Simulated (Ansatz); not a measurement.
# A computed series for KF: pressure series

Take KF in the rock salt structure (space group Fm-3m, No. 225; a = 5.3068 Å) as the base.

Cell and atoms are relaxed at each pressure.

Calculations: Ansatz (a quantum-chemistry and plane-wave program) PBEsol, no spin-orbit coupling.

Candidates:
(a) pressure 3 GPa
(b) pressure 1.5 GPa
(c) pressure 5 GPa
(d) pressure 7.5 GPa

Base values:

| Quantity | Value |
|---|---|
| Band gap | 6.15 eV |

Order them by band gap, lowest first.

(b) pressure 1.5 GPa (6.37 eV), (a) pressure 3 GPa (6.55 eV), (c) pressure 5 GPa (6.77 eV), (d) pressure 7.5 GPa (7.01 eV)

Load acts through the strain it causes; cell and atoms are relaxed under it. Stability against distortions was not tested. Competing high-pressure phases were not computed.
